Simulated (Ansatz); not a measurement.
How the elastic constant C11 of fluorite NiSi2 moves with the method

No measured value is used here.

```csv
level (code),value (GPa),cell (Å³/atom)
LDA (Ansatz),206,12.77
PBE (Ansatz),177,13.45
PBEsol (Ansatz),196,13.05
r²SCAN (Ansatz),202,13.02
```

The crystal itself was run without spin with LDA, PBE, PBEsol, r²SCAN. Each level is taken at its own relaxed cell. Cutoffs differ between the levels. Ansatz's density-functional and Hartree–Fock values are scalar-relativistic unless marked +SOC, with PAW data made under PBE.

Ansatz is a program for electronic structure.
